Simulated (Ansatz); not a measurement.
## Pressure series in HfO2

The parent structure is HfO₂ in the fluorite structure (space group Fm-3m, No. 225).

```yaml
crystal:
  lattice:
    - [0.00000, 2.54906, 2.54906]
    - [2.54906, 0.00000, 2.54906]
    - [2.54906, 2.54906, 0.00000]
  atoms:
    - { symbol: Hf, position: [0.00000, 0.00000, 0.00000] }
    - { symbol: O, position: [0.25000, 0.25000, 0.25000] }
    - { symbol: O, position: [0.75000, 0.75000, 0.75000] }
```

Cell and atoms are relaxed at each pressure.

Level of theory: PBE (Ansatz, an electronic-structure program), scalar-relativistic without spin-orbit coupling, earlier PAW set.

Two rows of this table had their results exchanged by mistake.

```tsv
pressure	volume per atom (Å³)	shortest distance (Å)	band gap
pressure −2 GPa	11.13	2.214	3.73 eV
pressure −1 GPa	10.75	2.188	3.81 eV
pressure 3 GPa	10.91	2.199	3.78 eV
pressure 7 GPa	11.09	2.211	3.74 eV
pressure 15 GPa	10.46	2.168	3.88 eV
pressure 30 GPa	10.00	2.136	3.98 eV
pressure 50 GPa	9.52	2.101	4.09 eV
pressure 75 GPa	9.04	2.065	4.20 eV
pressure 100 GPa	8.65	2.035	4.25 eV
```

### Question
Which two?

### Answer
The rows for pressure −1 GPa and pressure 7 GPa: the volume has to fall steadily with pressure, so 11.09 Å³ belongs to pressure −1 GPa and 10.75 Å³ to pressure 7 GPa.

Spin-orbit coupling, missing from the scalar runs, can matter with Hf. Load acts through the strain it causes; cell and atoms are relaxed under it. Whether these cells are dynamically stable was not tested. Competing high-pressure phases were not computed. This is not the structure that HfO2 has at room temperature and ambient pressure.
